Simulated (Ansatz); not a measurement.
**Ba: pressure series**

The parent structure is Ba in the fcc (Cu type) structure (space group Fm-3m, No. 225; a cell from a computed database, its experimental status unchecked).

```yaml
crystal:
  lattice:
    - [0.00000, 3.07769, 3.07769]
    - [3.07769, 0.00000, 3.07769]
    - [3.07769, 3.07769, 0.00000]
  atoms:
    - { symbol: Ba, position: [0.00000, 0.00000, 0.00000] }
```

Cell and atoms are relaxed at each pressure.

Level of theory: DFT with PBEsol, PAW potentials and a 420 eV plane-wave cutoff in Ansatz (a quantum-chemistry and plane-wave program), no SOC.

Notes on the quantities. enthalpy: H = E + PV relative to the base's energy.

| change | enthalpy | shortest interatomic distance |
|---|---|---|
| base | – | 4.353 Å |
| pressure −2 GPa | -0.86 eV/atom | – |
| pressure −1 GPa | -0.39 eV/atom | – |
| pressure 0.3 GPa | +0.11 eV/atom | 4.301 Å |
| pressure 0.7 GPa | +0.24 eV/atom | 4.242 Å |
| pressure 1.5 GPa | +0.50 eV/atom | 4.138 Å |
| pressure 3 GPa | +0.94 eV/atom | 3.984 Å |
| pressure 5 GPa | +1.47 eV/atom | 3.819 Å |
| pressure 7.5 GPa | +2.05 eV/atom | 3.668 Å |
| pressure 10 GPa | +2.57 eV/atom | 3.568 Å |

Load acts through the strain it causes; cell and atoms are relaxed under it. No phonon test of stability was made. No other phases were tried under pressure. This is not the structure that Ba has at room temperature and ambient pressure.
